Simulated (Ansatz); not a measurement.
The complex Mg on the Ga site + N vacancy in wurtzite GaN (the Ga site; N 1.97 Å away) and its isolated parts, with the Fermi level 0.90 eV above the valence-band maximum, each in its stable bound charge state.

These are PBE, PAW (plane waves to 420 eV; Ansatz, a first-principles code) values and carry that method's errors. Set-up: 96-site cell; 2×2×2 shifted k-points; host gap 1.71 eV; charged states image-corrected; finite-size errors of tenths of an eV; flagged in the runs: for some of the defects a host whose relaxation on this sampling wasn't shown to rest.

| defect | charge | E_f, elements as references (eV) |
|---|---|---|
| Mg on the Ga site | −1 | 0.24 |
| N vacancy (broken-bond start) [the N site; a neighbour pushed 0.95 Å away from the vacancy] | +1 | 2.32 |

**Question.** Is the complex bound, by how much, and in which charge state?

**Answer.** The complex has charge 0 and E_f = 1.83 eV: 0.24 + 2.32 − (1.83) = 0.73 eV, bound.
